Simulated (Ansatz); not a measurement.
Take BaTe in the rock salt structure (space group Fm-3m, No. 225) as the base.

```yaml
crystal:
  lattice:
    - [0.00000, 3.47069, 3.47069]
    - [3.47069, 0.00000, 3.47069]
    - [3.47069, 3.47069, 0.00000]
  atoms:
    - { symbol: Ba, position: [0.00000, 0.00000, 0.00000] }
    - { symbol: Te, position: [0.50000, 0.50000, 0.50000] }
```

Cartesian axes are those of the cell as printed.

Level of theory: Kohn–Sham DFT with the PBEsol functional, run in Ansatz (an electronic-structure program) with PAW and 420 eV plane waves, no spin-orbit coupling.

For the base:

```
Property                             Value
---------------------  -------------------
Band gap                           1.46 eV
Smallest direct gap                1.82 eV
Valence-band top at Γ  0.00, 0.00, 0.00 eV
```

Now apply this change: tensor shear ε_xy = +0.86 % (engineering shear γ = 0.0172); the atoms relax in the strained cell.

Q: Estimate the effect on the energy relative to the base.

A: The energy grows by 0.4 meV/atom.

Q: How does this affect the band gap?

A: The band gap decreases by 0.03 eV to 1.43 eV.

Q: What does the calculation give for the smallest direct gap after the change?

A: The smallest direct gap falls by 0.04 eV (1.82 eV → 1.78 eV).

Q: What does the calculation give for the stress after the change?

A: The stress (xx, yy, zz, yz, xz, xy; compression positive) amounts to (0.00, 0.00, 0.00, 0.00, 0.00, -0.19) GPa.

Q: What does the calculation give for the valence-band top at Γ after the change?

A: The valence-band top at Γ (three highest levels, from the VBM) changes from 0.00, 0.00, 0.00 eV to 0.00, -0.03, -0.06 eV.

Spin-orbit coupling, missing from the scalar runs, can matter with Te. Gaps are Kohn–Sham eigenvalue differences; semilocal functionals usually give less than the measured gap. Stability against distortions was not tested.
